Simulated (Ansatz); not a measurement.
# Response to strain in HgTe

Consider HgTe in the zinc blende structure (space group F-43m, No. 216; a = 6.651 Å).

Strains are applied to the cell and any free atomic positions relax.

Computed with Ansatz (a first-principles code), PBE, PAW, cutoff 420 eV, scalar-relativistic without spin-orbit coupling, earlier PAW set.

Notes on the quantities. energy relative to the base: free energy F.

```json
[
 {"isotropic strain (%)": "-5.95", "energy relative to the base (meV/atom)": "161.8"},
 {"isotropic strain (%)": "-4.48", "energy relative to the base (meV/atom)": "85.9"},
 {"isotropic strain (%)": "-4.07", "energy relative to the base (meV/atom)": "69.7"},
 {"isotropic strain (%)": "-1.3", "energy relative to the base (meV/atom)": "6.3"},
 {"isotropic strain (%)": "-0.25", "energy relative to the base (meV/atom)": "?"},
 {"isotropic strain (%)": "0", "energy relative to the base (meV/atom)": "0.0"}
]
```

**Question.** Fit ΔE = Aε² + Bε³ (ε in %) to the rows shown and predict the withheld row.

**Answer.** Least squares on the printed values gives A = 3.41 and B = -0.19 meV/atom (largest residual 0.1 meV/atom); this predicts 0.2 meV/atom, and the run gives 0.2 meV/atom, in agreement.

Whether these cells are dynamically stable was not tested. The final runs are not spin-polarised.
